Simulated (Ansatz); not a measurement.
We consider HgO (P3₁21, No. 152, 6 atoms in the cell; start mp-7826; a measured phase of this formula has another space group), described by LDA (plane waves, PAW; Ansatz, a program for electronic structure).

Numerical settings: plane-wave cutoff 500 eV, 12×12×6 k mesh (along the axes of the cell as run), gaussian smearing 0.02 eV, scalar-relativistic PAW data made under PBE.

Cell (relaxed at this level):

Space group P3₁21 (No. 152); a = 3.522 Å, b = 3.522 Å, c = 8.617 Å, α = 90.00°, β = 90.00°, γ = 120.00°

```tsv
atom	site	symmetry	x	y	z
Hg	3b	.2.	0.2461	0.2461	0.5000
O	3a	.2.	0.5347	0.5347	0.0000
```

Estimate the band gap that the calculation returns.


- band gap: 1.35 eV (on the SCF k mesh)

Note: the relaxation could not lower the start's symmetry, so the cell can be a saddle point above a distorted one.

Spin–orbit coupling is not included.

The computed numbers hold no vibrational or temperature effects.

Computing time: around 5 core-minutes (rough).

A start named mp-… is a Materials Project structure, which need not be a measured phase.
